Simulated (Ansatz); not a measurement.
Where the default PAW files enter, the runs use the earlier of Ansatz's two default sets.

By LDA and PBEsol, the system below comes out a metal.

Input:

```yaml
crystal:
  lattice:
    - [3.53021, 0.00000, 0.00000]
    - [-1.76510, 6.75928, 0.00000]
    - [0.00000, 0.00000, 3.56517]
  atoms:
    - { symbol: Ti, position: [0.89688, 0.79376, 0.75000] }
    - { symbol: Ti, position: [0.10312, 0.20624, 0.25000] }
    - { symbol: Si, position: [0.55825, 0.11650, 0.75000] }
    - { symbol: Si, position: [0.44175, 0.88350, 0.25000] }
    - { symbol: Si, position: [0.24969, 0.49938, 0.75000] }
    - { symbol: Si, position: [0.75031, 0.50062, 0.25000] }
```

Space group of this cell: Cmcm. The cell is taken as given; by PBEsol its mean pressure is -2.2 GPa.

The current runs along the normal of the first two printed vectors. All runs by Ansatz (an electronic-structure program), plane waves and PAW, without spin-orbit coupling; the base is PBEsol.

```json
[
 {"run": "base", "mean pressure (GPa)": "-2.2", "G/A, both spins (10¹⁵ S/m²)": "0.38"},
 {"run": "all lengths scaled by 0.98", "mean pressure (GPa)": "7.5", "G/A, both spins (10¹⁵ S/m²)": "0.40"},
 {"run": "all lengths scaled by 1.02", "mean pressure (GPa)": "-9.5", "G/A, both spins (10¹⁵ S/m²)": "[?]"},
 {"run": "lda in place of pbesol", "mean pressure (GPa)": "-5.4", "G/A, both spins (10¹⁵ S/m²)": "0.37"},
 {"run": "lengths across the current scaled by 0.98, ions clamped", "mean pressure (GPa)": "3.5", "G/A, both spins (10¹⁵ S/m²)": "0.43"},
 {"run": "lengths across the current scaled by 1.02, ions clamped", "mean pressure (GPa)": "-6.9", "G/A, both spins (10¹⁵ S/m²)": "0.34"},
 {"run": "lengths along the current scaled by 0.97, ions clamped", "mean pressure (GPa)": "3.1", "G/A, both spins (10¹⁵ S/m²)": "[?]"},
 {"run": "lengths along the current scaled by 1.03, ions clamped", "mean pressure (GPa)": "-6.5", "G/A, both spins (10¹⁵ S/m²)": "[?]"}
]
```

**Question.** Fill in the missing entries.

**Answer.** 
- all lengths scaled by 1.02, G/A, both spins (10¹⁵ S/m²): 0.35
- lengths along the current scaled by 0.97, ions clamped, G/A, both spins (10¹⁵ S/m²): 0.35
- lengths along the current scaled by 1.03, ions clamped, G/A, both spins (10¹⁵ S/m²): 0.41
